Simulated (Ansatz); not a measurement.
Start from ZnS in the zinc blende structure (space group F-43m, No. 216; a = 5.297 Å). Axes: x, y, z lie along the cube axes.

The values are results of LDA, PAW, 420 eV (Ansatz, a program for electronic structure; spin-orbit coupling left out), not measurements.

Strains are applied to the cell and any free atomic positions relax; under biaxial strain the out-of-plane vector relaxes too.

One change was made to it. Results:

| quantity | base | after |
|---|---|---|
| energy relative to the base (free energy F) | 0 meV/atom | +1.2 meV/atom |
| shortest interatomic distance | 2.294 Å | 2.288 Å |
| electron mass | 0.17 mₑ (at Γ) | 0.17 mₑ (at Γ) |
| valley order (the lowest conduction-band minima on the path, energy above the VBM, named in the base's zone) | Γ 2.13 eV; X along ⟨100⟩ 3.05 eV; L along ⟨111⟩ 3.20 eV | Γ 2.13 eV; X along [010] 2.96 eV; X along [001] 3.09 eV; L along [111] 3.18 eV |

Problem. What was done to the base?
A) biaxial strain −1.00 %, plane normal [001], relaxed out of plane
B) biaxial strain +1.50 %, plane normal [001], relaxed out of plane
C) biaxial strain −1.50 %, plane normal [001], relaxed out of plane
D) biaxial strain +1.00 %, plane normal [001], relaxed out of plane
E) biaxial strain +2.00 %, plane normal [001], relaxed out of plane

Solution. A, biaxial strain −1.00 %, plane normal [001], relaxed out of plane. For comparison, the valley order in the other runs: biaxial strain +2.00 %, plane normal [001], relaxed out of plane gives Γ 1.95 eV; X along [001] 2.83 eV; L along [1-1-1] 3.05 eV; X along [100] 3.07 eV; biaxial strain −1.50 %, plane normal [001], relaxed out of plane gives Γ 2.13 eV; X along [010] 2.92 eV; X along [001] 3.11 eV; L along [111] 3.16 eV; biaxial strain +1.00 %, plane normal [001], relaxed out of plane gives Γ 2.04 eV; X along [001] 2.94 eV; X along [100] 3.06 eV; L along [1-1-1] 3.13 eV; biaxial strain +1.50 %, plane normal [001], relaxed out of plane gives Γ 2.00 eV; X along [001] 2.88 eV; X along [100] 3.06 eV; L along [1-1-1] 3.09 eV.

The levels and masses belong to the bands next to the band gap. Masses are band curvatures over ±0.01 Å⁻¹ around the edge. Whether these cells are dynamically stable was not tested.
